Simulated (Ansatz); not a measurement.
The starting structures come from a database of crystals and need not be the phases stable at ambient conditions.

**Evanescent states of Sr3SbN (Pm-3m, anti-perovskite, not sure to be the ambient phase, 5 atoms a cell, 28.0 Å³ an atom) along the normal of (001)**

Level of theory: r2SCAN (plane waves, PAW; Ansatz, a quantum-chemistry and plane-wave program).

The gap is the functional's own, uncorrected, and κ follows it; spin-orbit coupling is left out. Mid-gap values are interpolated between the computed energies.

Energies count from the valence-band top; κ is the least over a 6×6 mesh across the current.

```
E (eV)  κ (1/Å)  where
------  -------  -----
0.03      0.031      Γ
0.07      0.050      Γ
0.12      0.061      Γ
0.17      0.068      Γ
0.23      0.072      Γ
0.28      0.074      Γ
0.33      0.073      Γ
0.38      0.070      Γ
0.42      0.065      Γ
0.47      0.057      Γ
0.53      0.044      Γ
0.57      0.018      Γ
```

Q: How thick must the barrier be to attenuate the transmission by 10^6 when the electrodes' Fermi level lies at 0.57 eV, and what attenuation does that film give at 0.23 eV?

A: d = 6 ln 10 / (2 × 0.018) = 383.8 Å. At 0.23 eV it gives 6 × 0.072/0.018 = 24.0 decades.
